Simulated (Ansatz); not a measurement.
# Short convergence ladders for ZnPPd₅ (P4mm, 7 atoms in the cell)

```
CELL_PARAMETERS angstrom
      3.90293     0.00000     0.00000
      0.00000     3.90293     0.00000
      0.00000     0.00000     6.84919
ATOMIC_POSITIONS crystal
  Zn 0.50000 0.50000 0.00730
  P  0.00000 0.00000 0.50000
  Pd 0.00000 0.50000 0.29245
  Pd 0.00000 0.50000 0.70755
  Pd 0.50000 0.00000 0.29245
  Pd 0.50000 0.00000 0.70755
  Pd 0.00000 0.00000 0.00000
```

Base method: LDA (PW92), default PAW files made with PBE (plane waves; Ansatz, a first-principles code).

Base settings: basis.ecutwfc = 420 eV; kpoints.mp_grid.grid = 9 9 5; hamiltonian.xc = lda; hamiltonian.pseudopotentials = {kind: paw} (the program's default PAW files); scf.occupations.method = fermi_dirac; scf.occupations.width = 0.1 eV.

The count of work is k-points × plane waves × bands × iterations; it is no time. Core times come from one kind of shared machine, to one figure; runs under 30 s give none.

**Shifted k-point meshes**

In this ladder: kpoints.mp_grid.shift = 0.5 0.5 0.5.

Only quantities that move along the ladder and can be compared are tabulated.

| kpoints.mp_grid.grid | free energy less the last step's (meV/atom) | pressure (GPa) | largest difference of a force vector from the last step's (eV/Å) | count of work / last |
|---|---|---|---|---|
| 2 2 1 | 194.49 | -8.34 | 0.316 | 0.0022 |
| 2 2 2 | 63.03 | -9.19 | 0.243 | 0.0022 |
| 3 3 2 | -9.08 | -11.17 | 0.027 | 0.0065 |
| 4 4 3 | 0.35 | -10.44 | 0.024 | 0.013 |
| 6 6 3 | -0.02 | -10.42 | 0.027 | 0.026 |
| 7 7 4 | 0.90 | -10.43 | 0.017 | 0.043 |
| 9 9 5 | -0.01 | -10.47 | 0.002 | 0.097 |
| 11 11 6 | -0.13 | -10.47 | 0.002 | 0.14 |
| 22 22 13 | 0.00 | -10.47 | 0.000 | 1.0 |

Coarsest kpoints.mp_grid.grid that holds the forces within 0.01 eV/Å of the last step, with all finer ones: 9 9 5, at 0.097 of the last step's count of work; the step before is off by 0.017 eV/Å.

Coarsest kpoints.mp_grid.grid that holds the free energy within 2 meV/atom of the last step, with all finer ones: 4 4 3, at 0.013 of the last step's count of work; the step before is off by 9.1 meV/atom.

Coarsest kpoints.mp_grid.grid that holds the pressure within 1 GPa of the last step, with all finer ones: 3 3 2, at 0.0065 of the last step's count of work; the step before is off by 1.3 GPa.

**The k-point mesh at a smearing width of 0.3 eV**

In this ladder: scf.occupations.width = 0.3 eV.

Only quantities that move along the ladder and can be compared are tabulated.

```csv
kpoints.mp_grid.grid,free energy less the last step's (meV/atom),pressure (GPa),largest difference of a force vector from the last step's (eV/Å),count of work / last,core time / last (rough)
3 3 2,-12.08,-9.60,0.021,0.013,–
4 4 2,2.81,-9.74,0.007,0.026,–
4 4 3,0.78,-9.75,0.012,0.026,–
6 6 4,0.11,-9.71,0.001,0.065,–
9 9 6,0.01,-9.70,0.000,0.13,0.1
14 14 8,0.00,-9.70,0.000,0.39,0.4
20 20 12,0.00,-9.70,0.000,1.0,1
```

Coarsest kpoints.mp_grid.grid that holds the forces within 0.01 eV/Å of the last step, with all finer ones: 6 6 4, at 0.065 of the last step's count of work; the step before is off by 0.012 eV/Å.

Coarsest kpoints.mp_grid.grid that holds the pressure within 0.05 GPa of the last step, with all finer ones: 4 4 2, at 0.026 of the last step's count of work; the step before is off by 0.10 GPa.

Coarsest kpoints.mp_grid.grid that holds the free energy within 0.5 meV/atom of the last step, with all finer ones: 6 6 4, at 0.065 of the last step's count of work; the step before is off by 0.78 meV/atom.

**The mesh under tetrahedron occupations**

In this ladder: scf.occupations.method = tetrahedron; scf.occupations.width = default.

Only quantities that move along the ladder and can be compared are tabulated.

| kpoints.mp_grid.grid | free energy less the last step's (meV/atom) | pressure (GPa) | largest difference of a force vector from the last step's (eV/Å) | count of work / last |
|---|---|---|---|---|
| 4 4 2 | -1.36 | -10.64 | 0.016 | 0.031 |
| 5 5 3 | 1.15 | -10.57 | 0.019 | 0.028 |
| 6 6 3 | -1.91 | -10.61 | 0.015 | 0.046 |
| 7 7 4 | -0.39 | -10.49 | 0.042 | 0.077 |
| 8 8 5 | 1.28 | -10.51 | 0.018 | 0.11 |
| 13 13 7 | -0.06 | -10.50 | 0.005 | 0.28 |
| 20 20 11 | 0.00 | -10.50 | 0.000 | 1.0 |

Coarsest kpoints.mp_grid.grid that holds the forces within 0.01 eV/Å of the last step, with all finer ones: 13 13 7, at 0.28 of the last step's count of work; the step before is off by 0.018 eV/Å.

Coarsest kpoints.mp_grid.grid that holds the pressure within 0.05 GPa of the last step, with all finer ones: 7 7 4, at 0.077 of the last step's count of work; the step before is off by 0.11 GPa.

Coarsest kpoints.mp_grid.grid that holds the free energy within 1 meV/atom of the last step, with all finer ones: 13 13 7, at 0.28 of the last step's count of work; the step before is off by 1.3 meV/atom.

On the base run: the starting cell comes from a database of computed structures (which also holds hypothetical and non-ambient phases and stackings), without a prior relaxation at this level. Its lattice was rescaled by up to half a per cent. One atom was moved a little off its site on purpose. Spin polarisation is off; with an odd number of electrons in the cell that forces a metal, and a magnetic state may lie lower. In the base run, with a pressure of about -10 GPa the cell is away from its equilibrium volume at this level. Ansatz's pressure includes its estimate of the finite-basis (Pulay) stress.

Keys are those of Ansatz 0.2.
